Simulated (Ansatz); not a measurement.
Effect of biaxial strain −1.00 %, plane normal [001], relaxed out of plane on PtSe2

Consider PtSe$_{2}$ in the CdI2 type structure (space group P-3m1, No. 164; a = 3.772 Å, c = 4.821 Å; layered; relaxed with 0.1 eV smearing). Axes: x lies along a and z along c of the hexagonal cell.

Now apply this change: biaxial strain −1.00 %, plane normal [001], relaxed out of plane (Cartesian); in-plane vectors clamped, the third vector and the atoms free.

Calculations: Ansatz (a first-principles code) PBE-D3(BJ), without spin-orbit coupling. Settings: 18×18×12 k-points, 0.1 eV Fermi–Dirac smearing.

- Volume per atom: 19.68 Å³ (base 19.80 Å³)
- Shortest interatomic distance: 2.518 Å (base 2.526 Å)
- Pressure (mean of the normal stresses, compression positive): 1.3 GPa (base 0.0 GPa)
- Band gap: zero (base zero)
- Out-of-plane strain: +1.41 %
- Mean in-plane stress (compression positive): +1.9 GPa

Final structure (turned so that z lies along the plane normal):

```
PtSe2
1.0
    3.73451     0.00000     0.00000
    1.86725     3.23418     0.00000
    0.00000     0.00000     4.88894
Pt Se
1 2
Direct
  0.00000   0.00000   0.00000
  0.33333   0.33333   0.26616
  0.66667   0.66667   0.73384
```

Stability against distortions was not tested. All final runs are without spin polarisation. The zero or small gap of PtSe2 can change with the level of theory.
